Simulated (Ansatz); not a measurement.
Consider MgSe in the rock salt structure (space group Fm-3m, No. 225; a = 5.472 Å). Axes: x, y, z lie along the cube axes.

Calculations: r2SCAN (Ansatz, a first-principles code; PAW; 500 eV plane waves; no spin-orbit coupling).

Base values:

The pressure comes out as -0.01 GPa and the valence-band top at Γ is 0.00, 0.00, 0.00 eV.

Modification: the cell is compressed by 1.00 % along z with no lateral relaxation; the atoms relax in the strained cell.

Problem. How does this affect the pressure?

Solution. The pressure (mean of the normal stresses, compression positive) grows by 0.69 GPa (-0.01 GPa → 0.68 GPa).

Problem. What does the calculation give for the valence-band top at Γ after the change?

Solution. The valence-band top at Γ (three highest levels, from the VBM) goes from 0.00, 0.00, 0.00 eV to 0.00, 0.00, -0.05 eV.

Problem. Predict the new energy relative to the base.

Solution. The energy grows by 0.8 meV/atom.

The levels and masses belong to the bands next to the band gap. Stability against distortions was not tested.
